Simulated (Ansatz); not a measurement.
Consider AlCo in the CsCl type structure (space group Pm-3m, No. 221; a = 2.824 Å; weakly magnetic (sensitive to the mesh)). Axes: x, y, z lie along the cube axes.

Method: r2SCAN/PAW in Ansatz (a program for electronic structure), no spin-orbit coupling.

Strains are applied to the cell and any free atomic positions relax; under biaxial strain the out-of-plane vector relaxes too.

One change was made to it. Results:

| quantity | base | after |
|---|---|---|
| energy relative to the base (free energy F) | 0 meV/atom | +99 meV/atom |
| pressure | 0.0 GPa | -18.5 GPa |

**Question.** What was done to the base?
(A) biaxial strain −0.80 %, plane normal [001], relaxed out of plane
(B) isotropic strain +4.34 %
(C) biaxial strain +1.99 %, plane normal [001], relaxed out of plane
(D) biaxial strain −2.47 %, plane normal [111], relaxed out of plane

**Answer.** B, isotropic strain +4.34 %. For comparison, the energy relative to the base in the other runs: biaxial strain +1.99 %, plane normal [001], relaxed out of plane gives +8.8 meV/atom; biaxial strain −0.80 %, plane normal [001], relaxed out of plane gives +1.4 meV/atom; biaxial strain −2.47 %, plane normal [111], relaxed out of plane gives +21 meV/atom.

Other magnetic orders, which the real material may have, were not ruled out. Without a gap, meshes like the base's 16×16×16 leave anisotropic stresses uncertain by several tenths of a GPa, and small strain energies with them. No phonon test of stability was made. Seeded moments were not kept for the base, biaxial strain −0.80 %, plane normal [001], relaxed out of plane and biaxial strain −2.47 %, plane normal [111], relaxed out of plane.
